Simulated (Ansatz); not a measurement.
Subject: the formation energy of the neutral V_Mo in MoSi2 (I4/mmm). Reaction: 18 MoSi2 (I4/mmm) → cell A + Mo (bcc).

Cell A: a supercell of 54 sites of MoSi2 (I4/mmm) with one empty Mo site amid 10 Si; spin state with PBE: run without spin, k-point mesh 3×3×3.
```
CELL_PARAMETERS angstrom
      9.65051     0.00000     0.00000
      0.00000     9.65051     0.00000
      0.00000     0.00000     7.87401
ATOMIC_POSITIONS crystal
  Si 0.16788 0.16788 0.16547
  Si 0.00000 0.00000 0.33631
  Si 0.00000 0.00000 0.66369
  Si 0.16788 0.16788 0.83453
  Mo 0.00000 0.00000 0.00000
  Mo 0.16704 0.16704 0.50000
  Si 0.16573 0.50000 0.16593
  Si 0.00000 0.33156 0.33431
  Si 0.00000 0.33156 0.66569
  Si 0.16573 0.50000 0.83407
  Mo 0.00000 0.33321 0.00000
  Mo 0.16600 0.50000 0.50000
  Si 0.16788 0.83212 0.16547
  Si 0.00000 0.66844 0.33431
  Si 0.00000 0.66844 0.66569
  Si 0.16788 0.83212 0.83453
  Mo 0.00000 0.66679 0.00000
  Mo 0.16704 0.83296 0.50000
  Si 0.50000 0.16573 0.16593
  Si 0.33156 0.00000 0.33431
  Si 0.33156 0.00000 0.66569
  Si 0.50000 0.16573 0.83407
  Mo 0.33321 0.00000 0.00000
  Mo 0.50000 0.16600 0.50000
  Si 0.50000 0.50000 0.16380
  Si 0.33725 0.33725 0.33905
  Si 0.33725 0.33725 0.66095
  Si 0.50000 0.50000 0.83620
  Mo 0.33422 0.33422 0.00000
  Si 0.50000 0.83427 0.16593
  Si 0.33725 0.66275 0.33905
  Si 0.33725 0.66275 0.66095
  Si 0.50000 0.83427 0.83407
  Mo 0.33422 0.66578 0.00000
  Mo 0.50000 0.83400 0.50000
  Si 0.83212 0.16788 0.16547
  Si 0.66844 0.00000 0.33431
  Si 0.66844 0.00000 0.66569
  Si 0.83212 0.16788 0.83453
  Mo 0.66679 0.00000 0.00000
  Mo 0.83296 0.16704 0.50000
  Si 0.83427 0.50000 0.16593
  Si 0.66275 0.33725 0.33905
  Si 0.66275 0.33725 0.66095
  Si 0.83427 0.50000 0.83407
  Mo 0.66578 0.33422 0.00000
  Mo 0.83400 0.50000 0.50000
  Si 0.83212 0.83212 0.16547
  Si 0.66275 0.66275 0.33905
  Si 0.66275 0.66275 0.66095
  Si 0.83212 0.83212 0.83453
  Mo 0.66578 0.66578 0.00000
  Mo 0.83296 0.83296 0.50000
```

Reference: Mo (bcc, Im-3m), 1 atom in the cell; spin state with PBE: run without spin, k-point mesh 26×26×26 on the run's own vectors. Conventional cell: a = b = c = 3.1612 Å, α = β = γ = 90.00°.

Reference: MoSi2 (I4/mmm), 54 atoms in the cell, the relaxed perfect crystal repeated, atoms not moved again; spin state with PBE: run without spin, k-point mesh 3×3×3 on the run's own vectors.

All numbers come from Ansatz (a quantum-chemistry and plane-wave program), plane waves with PAW, its PAW set soft_1, cutoff 420 eV. The structures are at rest with PBE, within the held lattices. Neutral cells; Fermi-Dirac smearing of at most 0.10 eV in the solids, energies taken to zero width. Larger cells are relaxed from a start prepared with the learned potential CHGNet, on a coarser mesh till forces fall under 0.03 eV/Å, which some starts already meet. A dispersion term (D3(BJ), or D4 for r2SCAN) was computed beside these levels and is taken off wherever the name lacks it. Space groups of crystals are read within 0.01 Å. Nuclei at rest; no vibrational terms. No structure search was made; lower ones may exist. No correction for cell size. Mesh and cell size may move defect energies by 0.1 eV or more. The value holds for the reservoirs listed; other chemical potentials shift it. Cell A has symmetry P4/mmm within 0.02 Å and got no random move, so less symmetric positions, which may lie lower, weren't tried.

Problem. What is the computed value (PBE)?

Solution. 3.77 eV, for 18 MoSi2 (I4/mmm) → cell A + Mo (bcc).
